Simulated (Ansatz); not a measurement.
Input and output of a zone-centre phonon calculation for LiAg (Pm-3m, 2 atoms in the cell) (Ansatz, a quantum-chemistry and plane-wave program).

Method: LDA (PW92), default PAW files made with PBE (plane waves; Ansatz).

```yaml
crystal:
  lattice:
    - [3.10713, 0.00000, 0.00000]
    - [0.00000, 3.10713, 0.00000]
    - [0.00000, 0.00000, 3.10713]
  atoms:
    - { symbol: Li, position: [0.50000, 0.50000, 0.50000] }
    - { symbol: Ag, position: [0.00000, 0.00000, 0.00000] }
```

Reference input (self-consistent single point, DFT, LDA (PW92), plane waves, default PAW files made with PBE): basis.ecutwfc = 420 eV; kpoints.mp_grid.grid = 11 11 11; hamiltonian.xc = lda; hamiltonian.pseudopotentials = {kind: paw} (the program's default PAW files); scf.occupations.method = fermi_dirac; scf.occupations.width = 0.1 eV. This run's input differs from it in these lines:

Ansatz 0.2 input:
```diff
@@ -12,3 +12,3 @@
   mp_grid:
-    grid: [11, 11, 11]
+    grid: [13, 13, 13]
 hamiltonian:
@@ -21,6 +21,4 @@
     width: 0.1
-output:
-  forces: true
-  eigenvalues: true
-  stress: true
+phonons:
+  method: dfpt
```

Output, abridged:

```
SCF iter   1: F=—  HF=-7660.231110 eV  |F-HF|=—  |Δ(HF+E_count)|=         —  Δρ=9.25e-3  dr2=1.84e-2  ethr=1.77e-3  ⟨swp⟩=4.7  Hψ=13161  notcnv=0
all-band conjugate gradients solve this SCF's bands
preconditioner: auto → none
SCF iter   2: F=—  HF=-7660.222183 eV  |F-HF|=—  |Δ(HF+E_count)|=   8.93e-3  Δρ=3.13e-3  dr2=8.74e-4  ethr=8.38e-5  ⟨swp⟩=2.3  Hψ=6190  notcnv=0
   [... lines left out ...]
SCF iter   5: F=—  HF=-7660.221155 eV  |F-HF|=—  |Δ(HF+E_count)|=   1.04e-6  Δρ=8.01e-5  dr2=1.48e-6  ethr=9.24e-8  ⟨swp⟩=2.3  Hψ=5017  notcnv=0  defer=1
SCF iter   6: F=—  HF=-7660.221155 eV  |F-HF|=—  |Δ(HF+E_count)|=   2.59e-7  Δρ=3.57e-6  dr2=2.15e-9  ethr=6.73e-9  ⟨swp⟩=2.8  Hψ=5303  notcnv=0  defer=1
SCF iter   7: F=—  HF=-7660.221155 eV  |F-HF|=—  |Δ(HF+E_count)|=  9.48e-10  Δρ=2.56e-7  dr2=1.64e-11  ethr=9.78e-12  ⟨swp⟩=2.0  Hψ=4885  notcnv=0  defer=1
SCF iter   8: F=-7660.221155 eV  HF=-7660.221155 eV  |F-HF|=1.82e-12  |Δ(HF+E_count)|=  1.82e-12  Δρ=1.03e-8  dr2=1.40e-14  ethr=1.00e-12  ⟨swp⟩=5.0  Hψ=11329  notcnv=0
SCF 1 converged in 8 iterations: F = -7660.221155 eV  dr2 = 1.40e-14
DFPT response loops at Γ: preconditioner auto → Kerker (q_TF=auto, 2.591 Å⁻¹) (partly filled bands, converged f_vac=0.000) …
Free energy (F): -7660.221155 eV
Internal energy: -7660.201910 eV  (E = F + TS)
E sigma→0 (E₀):  -7660.211533 eV
Entropy (-TS):   -0.019245 eV (-9.622 meV/atom)
Fermi energy:    10.690361 eV
--- Phonons (Γ-DFPT): 2 representative perturbations + reference, on 196 of 2197 k-points (Σ response iterations 7) ---
  k mesh reduced under 8 symmetry operations, with k and −k counted as one. Each operation leaves every solved perturbation unchanged …
  ASR residual: 1.304e-4 → 0.000e0 eV/Å²; symmetrization residual: 1.459e-7 eV/Å²
  ASR residual per site (eV/Å²): 9.34e-6 1.30e-4
  Γ frequencies (cm⁻¹): 0.00 0.00 0.00 326.18 326.18 326.18
  non-analytic LO–TO correction: not included (Born effective charges unavailable; polar crystals: no LO–TO splitting at Γ)
```

The run converged in 8 iterations. 

Summary of the result:
Free energy E − TS (on the zero of these files): -7660.2212 eV
Fermi level (on the code's own zero): 10.69 eV
Zone-centre frequencies (cm⁻¹; negative means imaginary): 0, 0, 0, 326, 326, 326

The starting cell comes from a database of computed structures (which also holds hypothetical and non-ambient phases and stackings), without a prior relaxation at this level. Its lattice was rescaled by up to half a per cent.
